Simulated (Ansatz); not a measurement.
AgCl: isotropic strain +3.21 %

Consider AgCl in the rock salt structure (space group Fm-3m, No. 225; a = 5.447 Å).

Modification: an isotropic linear strain of +3.21 %; the atoms relax in the strained cell.

Calculations: PBEsol in Ansatz (plane waves to 420 eV, PAW, no spin-orbit coupling). Γ-centred 10×10×10 mesh, Fermi–Dirac width 0.05 eV.

- Space group: Fm-3m (No. 225) (base Fm-3m (No. 225))
- Energy relative to the base (free energy F): +29 meV/atom
- Pressure: -4.17 GPa (base 0.00 GPa)
- Band gap: 0.75 eV (base 0.72 eV)
- Gap character: indirect, L → Γ (base indirect, L → Γ)
- Smallest direct gap: 2.72 eV (base 3.03 eV)
- Mean gap deformation potential ΔEg/Δln V: +0.2 eV
- Width of the top valence band: 2.16 eV (base 2.56 eV)
- Electron mass: 0.26 mₑ (at Γ) (base 0.25 mₑ (at Γ))

Cost of the whole job for the changed cell (relaxation, final SCF and bands): about 7 core-seconds (a rough figure).

Effective masses come from finite differences of ±0.01 Å⁻¹. Whether these cells are dynamically stable was not tested.

Ansatz is a first-principles code.
